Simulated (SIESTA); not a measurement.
## How far to go with the cutoff of the real-space grid: Se (C2, 3 atoms in the cell)

```yaml
crystal:
  lattice:
    - [2.19156, -3.79589, 0.00000]
    - [2.19156, 3.79589, 0.00000]
    - [0.00000, 0.00000, 4.96485]
  atoms:
    - { symbol: Se, position: [0.00000, 0.22500, 0.66667] }
    - { symbol: Se, position: [0.78641, 0.78641, 0.00000] }
    - { symbol: Se, position: [0.22500, 0.00000, 0.33333] }
```

Level of theory: LDA PW92, numerical atomic orbitals TZP, PseudoDojo LDA standard norm-conserving potentials (rewritten from UPF to PSML) in SIESTA.

Base settings: XC.functional = LDA; XC.authors = PW92; potentials = PseudoDojo LDA standard; PAO.BasisSize = TZP; PAO.EnergyShift = 0.01 Ry; MeshCutoff = 350 Ry; kgrid.MonkhorstPack = 3 3 2; OccupationFunction = FD; ElectronicTemperature = 10 meV; MaxSCFIterations = 150.

The mesh stays at the base's, so the ladder's end is converged at best in this setting alone.

Only quantities that move along the ladder and can be compared are tabulated; the gap is left out on so coarse a mesh.

The starting cell has typed, rounded lattice constants, without a prior relaxation at this level. Its lattice was rescaled by up to half a per cent. One atom was moved a little off its site on purpose. Values carry the incompleteness of an atom-centred basis. In the base run, with a pressure of about 5 GPa the cell is away from its equilibrium volume at this level. In the base run, forces exceed 1 eV/Å.

```tsv
MeshCutoff	largest difference of a force vector from the last step's (eV/Å)
140 Ry (145 Ry used)	0.002
158 Ry (173 Ry used)	0.011
175 Ry (179 Ry used)	0.005
193 Ry (196 Ry used)	0.002
245 Ry (249 Ry used)	0.001
280 Ry (280 Ry used)	0.004
315 Ry (327 Ry used)	0.001
385 Ry (404 Ry used)	0.001
420 Ry (442 Ry used)	0.001
473 Ry (480 Ry used)	0.000
525 Ry (559 Ry used)	0.002
612 Ry (691 Ry used)	0.001
700 Ry (718 Ry used)	0.001
840 Ry (908 Ry used)	0.000
```

Coarsest MeshCutoff that holds the forces within 0.01 eV/Å of the last step, with all finer ones: 175 Ry (179 Ry used); the step before is off by 0.011 eV/Å.

Left out of this page: 2 runs of the series outside the window shown, repeating another row's setting, or not comparable.
